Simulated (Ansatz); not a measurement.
Worked calculations on one periodic cell of amorphous Hf₁₈O₃₉Sc₂: Hf18O39Sc2, 59 atoms, volume 804.4 Å³, made by a melt-quench on the CHGNet potential and relaxed with DFT. O atoms were pushed apart under 1.9 Å during the dynamics, to hinder bonds among them. It is a model cell: composition and starting density were chosen by hand, and all elements were melted together. Cycles of charging were run to anneal it. Computed with PBE, scalar-relativistic without spin-orbit coupling (plane waves to 420 eV, PAW; Ansatz, a first-principles code). Sampling: a 2×2×2 Γ-centred mesh; Fermi-Dirac width 0.02 eV; no spin polarisation. Its volume was relaxed, its shape was held as a cube, and it stands at a mean pressure of 0.1 GPa with stress components up to 2.2 GPa; the relaxation ran on the zone centre alone. Its density went from a set 8.55 to 8.11 g/cm³. The cell is small and was quenched far faster than a real film, so it is one sample of the glass.

Q: Count formal charges (Hf +4, O -2, Sc +3). What does the count lead one to expect at the Fermi level, and what does the calculation give?

A: 18 × (+4) + 39 × (-2) + 2 × (+3) = 0. The charges balance, so the anion-derived valence states can be full and a gap can open. On this mesh the highest filled and lowest empty level lie 4.01 eV apart, the PBE gap of this cell.

Four energies for an added electron at PBE on the zone centre alone (charged cells in a uniform background, spin-polarised): neutral at the neutral geometry -309483.740 eV; charged at the neutral geometry -309469.212 eV; charged and relaxed -309469.400 eV; neutral at the charged geometry -309483.335 eV.

Q: Find the two relaxation energies and their sum, the reorganisation energy.

A: On charging: -309469.212 − (-309469.400) = 0.188 eV. On discharging: -309483.335 − (-309483.740) = 0.405 eV. The sum is 0.593 eV. The carrier's level spreads over 12 of the 59 atoms' worth, so it counts as partly localised, most on one Hf atom with neighbours O 1.97 Å, O 2.05 Å, O 2.14 Å, O 2.20 Å, O 2.24 Å, O 2.40 Å (neutral geometry). The values are uncorrected: the image energy of a point charge in this cell, 2.84 × 14.40 / (2 × 9.3) = 2.2 eV before screening, is screened by electrons alone at the fixed geometry and by ions too after relaxing, and the carrier can be spread before it relaxes, so each term can be off by up to that value times 1/ε∞, some tenths of an eV. PBE's self-interaction favours spread-out carriers, so a hybrid can localise more.

Four energies for a hole at PBE on the zone centre alone (charged cells in a uniform background, spin-polarised): neutral at the neutral geometry -309483.740 eV; charged at the neutral geometry -309494.197 eV; charged and relaxed -309494.354 eV; neutral at the charged geometry -309482.994 eV.

Q: Find the two relaxation energies and their sum, the reorganisation energy.

A: On charging: -309494.197 − (-309494.354) = 0.157 eV. On discharging: -309482.994 − (-309483.740) = 0.746 eV. The sum is 0.903 eV. The carrier's level spreads over 4 of the 59 atoms' worth, so it counts as localised, most on one O atom with neighbours Sc 1.99 Å, Hf 2.07 Å, Hf 2.23 Å (neutral geometry). The values are uncorrected: the image energy of a point charge in this cell, 2.84 × 14.40 / (2 × 9.3) = 2.2 eV before screening, is screened by electrons alone at the fixed geometry and by ions too after relaxing, and the carrier can be spread before it relaxes, so each term can be off by up to that value times 1/ε∞, some tenths of an eV. PBE's self-interaction favours spread-out carriers, so a hybrid can localise more.
